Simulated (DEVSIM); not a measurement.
Structure: abrupt Si p-n junction, at 300 K.

```
layer (left to right)  material  thickness (μm)  Nd (cm⁻³)  Na (cm⁻³)  τn (s)  τp (s)
---------------------  --------  --------------  ---------  ---------  ------  ------
1                            Si            3.40          -     6.9e16  4.1e-5  4.1e-5
2                            Si            63.0     6.3e17          -  4.1e-5  4.1e-5
```

Left contact: ohmic. Right contact: ohmic. Voltage is applied to the left contact. Recombination: SRH at mid-gap, radiative. Mobility is constant in doping.

The device is made up for the run: typed textbook-type constants, with dimensions and the other settings drawn at random. Values at 300 K.

| parameter | Si |
|---|---|
| gap (eV) | 1.124 |
| affinity (eV) | 4.05 |
| permittivity | 11.7 |
| Nc (cm⁻³) | 2.86e19 |
| Nv (cm⁻³) | 3.1e19 |
| μn (cm²/Vs) | 1417 |
| μp (cm²/Vs) | 470 |
| B (cm³/s) | 4.7e-15 |

Model (solved in DEVSIM): 1D drift-diffusion, Boltzmann statistics, complete ionisation; no tunnelling, impact ionisation, image-force lowering or self-heating.

Q: Tabulate band edges, carrier densities and field at 0.9 V on the left contact.

A: Energies count from the Fermi level of the right contact; mesh points crowd at the junctions.

```tsv
x (μm)	Ec (eV)	Ev (eV)	n (cm⁻³)	p (cm⁻³)	field (V/cm)
0.000	0.066	-1.058	1700	6.9e16	100
0.04224	0.067	-1.058	1.2e15	7.0e16	100
0.1506	0.068	-1.056	4.0e15	7.3e16	95
0.4539	0.070	-1.054	1.2e16	8.1e16	79
1.768	0.078	-1.046	4.0e16	1.1e17	49
2.794	0.083	-1.041	6.0e16	1.3e17	39
3.194	0.084	-1.040	6.7e16	1.4e17	36
3.363	0.084	-1.040	7.2e16	1.4e17	-660
3.401	0.045	-1.079	3.3e17	3.0e16	-31000
3.445	0.028	-1.096	6.5e17	1.5e16	≈ 0
3.561	0.028	-1.096	6.5e17	1.5e16	11
4.085	0.029	-1.095	6.5e17	1.5e16	11
5.343	0.030	-1.094	6.5e17	1.5e16	11
8.829	0.034	-1.090	6.4e17	1.5e16	11
23.49	0.050	-1.074	6.4e17	1.4e16	11
47.87	0.077	-1.046	6.4e17	8.9e15	11
59.73	0.091	-1.033	6.3e17	4.0e15	11
63.91	0.096	-1.028	6.3e17	1.6e15	12
65.77	0.098	-1.026	6.3e17	4.3e14	12
66.19	0.098	-1.026	6.3e17	1.5e14	12
66.33	0.099	-1.025	6.3e17	4.5e13	12
66.40	0.099	-1.025	6.3e17	180	12
```
